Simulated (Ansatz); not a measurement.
# Functionals side by side, with their cost (level): CaBi4O8 (Cm, 13 atoms in the cell)

Cell: a = 7.9234 Å, b = 7.9234 Å, c = 10.0483 Å, α = 122.87°, β = 122.87°, γ = 24.93°.

Program: Ansatz (a program for electronic structure), default PAW files made with PBE; each row names its functional.

Base settings: basis.ecutwfc = 30.9 Ry; kpoints.mp_grid.grid = 3 3 2; hamiltonian.xc = hse06; hamiltonian.pseudopotentials = {kind: paw} (the program's default PAW files); scf.occupations.method = fixed.

Differences are taken from HSE06, a reference of convenience: it is no measurement, and no ranking of the functionals follows.

Core times come from one kind of shared machine and are given to one figure; runs under 30 s give none.

The starting cell comes from a database of computed structures (which also holds hypothetical and non-ambient phases and stackings), without a prior relaxation at this level. Its lattice was rescaled by a random factor within 2.5 % of one. Spin-orbit coupling is off. In the base run, with a pressure of about -5 GPa the cell is away from its equilibrium volume at this level. Ansatz's pressure includes its estimate of the finite-basis (Pulay) stress.

```tsv
level	gap on the mesh less reference (eV)	pressure less reference (GPa)	largest difference in the force on any atom (eV/Å)	core time / reference (rough)
PBEsol	-0.706	1.40	0.613	–
PBE0	0.688	-0.10	0.028	0.7
HSE06	0.000	0.00	0.000	1
```

PBEsol ran in under 30 s, against roughly 700 s for HSE06.

Keys are those of Ansatz 0.2.
